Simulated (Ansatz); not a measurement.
## What pressure 0.3 GPa does to V2O3

The reference is V$_{2}$O$_{3}$ in the corundum structure (space group R-3c, No. 167; a = 4.7746 Å, c = 14.2284 Å (hexagonal axes); ferromagnetic).

The change: a hydrostatic pressure of 0.3 GPa.

All numbers come from DFT with PBEsol, PAW potentials and a 420 eV plane-wave cutoff in Ansatz (a program for electronic structure), scalar-relativistic without spin-orbit coupling. Settings: 12×12×12 k-points, 0.05 eV Fermi–Dirac smearing.

| quantity | base | changed | shift |
|---|---|---|---|
| volume per atom | 9.36 Å³ | 9.35 Å³ | -0.01 Å³ |
| density | 5.32 g/cm³ | 5.32 g/cm³ | +0.006 g/cm³ |
| c/a ratio | 2.980 | 2.981 | +0.001 |
| shortest interatomic distance | 1.947 Å | 1.946 Å | -0.001 Å |
| enthalpy H = E + PV relative to the base's energy | – | +0.02 eV/atom | – |
| band gap | zero | zero | – |
| magnetic state | ferromagnetic | ferromagnetic | – |
| largest site moment | 0.80 μB | 0.80 μB | 0.00 μB |

Cost of the whole job for the changed cell (relaxation, final SCF and bands): around 12 core-minutes (rough).

Other magnetic orders, which the real material may have, were not ruled out. Load acts through the strain it causes; cell and atoms are relaxed under it. Stability against distortions was not tested. No Hubbard U is applied, and correlation can decide whether such a compound is a metal. The base started in C2/c and relaxed to R-3c at this level.
